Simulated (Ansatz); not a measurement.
Band structure of TiSb2 (I4/mcm, 6 atoms in the cell).

```yaml
crystal:
  lattice:
    - [-3.35146, 3.35146, 2.89799]
    - [3.35146, -3.35146, 2.89799]
    - [3.35146, 3.35146, -2.89799]
  atoms:
    - { symbol: Ti, position: [0.25000, 0.25000, 0.00000] }
    - { symbol: Ti, position: [0.75000, 0.75000, 0.00000] }
    - { symbol: Sb, position: [0.65204, 0.84796, 0.50000] }
    - { symbol: Sb, position: [0.34796, 0.15204, 0.50000] }
    - { symbol: Sb, position: [0.84796, 0.34796, 0.19592] }
    - { symbol: Sb, position: [0.15204, 0.65204, 0.80408] }
```

Method: PBEsol, default PAW files made with PBE (plane waves; Ansatz, a program for electronic structure).

Settings: kpoints.mp_grid.grid = 5 5 5; hamiltonian.xc = pbesol; hamiltonian.pseudopotentials = {kind: paw} (the program's default PAW files); scf.occupations.method = fermi_dirac; scf.occupations.width = 0.1 eV; kpoints.band_path.npoints = 8.

The starting cell comes from a database of computed structures (which also holds hypothetical and non-ambient phases and stackings), without a prior relaxation at this level. Spin-orbit coupling is off. Spin polarisation is off.

Levels in eV from the Fermi level, bands 39 to 46:
```
point     39     40     41     42    43    44    45    46
-----  -----  -----  -----  -----  ----  ----  ----  ----
Γ      -2.91  -2.40  -1.59  -0.84  0.40  0.83  1.41  1.41
X      -2.36  -1.91  -0.67  -0.60  0.30  0.72  1.07  1.81
M      -0.70  -0.49  -0.44   0.60  0.60  0.67  0.79  1.95
Z      -0.90  -0.45  -0.42   0.44  0.44  0.60  0.82  1.62
P      -1.44  -1.44  -1.03  -1.03  0.09  0.09  1.64  1.64
N      -1.18  -1.18  -0.56  -0.56  0.52  0.52  0.98  0.98
Z1     -0.90  -0.45  -0.42   0.44  0.44  0.60  0.82  1.62
```

Bands cross the Fermi level along this path, so the cell is metallic at this level.

Keys are those of Ansatz 0.2.
